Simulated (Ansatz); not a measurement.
Start from Mo in the bcc (W type) structure (space group Im-3m, No. 229; a = 3.151 Å; relaxed with 0.1 eV smearing). Axes: x, y, z lie along the cube axes.

The values are results of r2SCAN in Ansatz (plane waves to 500 eV, PAW, scalar-relativistic without spin-orbit coupling), earlier PAW set, not measurements.

A first run, uniaxial strain ε_xx = +1.06 %, gives secant values C11 ≈ 470 GPa and C12 ≈ 160 GPa from its stress. A second run applies biaxial strain −2.89 %, plane normal [001], relaxed out of plane.

Problem. What does linear elasticity predict for −ε⊥/ε∥ in the second run, and what does the run give?

Solution. Linear elasticity: 2 C12/C11 = 0.68. The run gives 0.74; any difference comes from nonlinear terms at these strains and numerical noise.

Whether these cells are dynamically stable was not tested. The final runs are not spin-polarised.

Ansatz is a program for electronic structure.
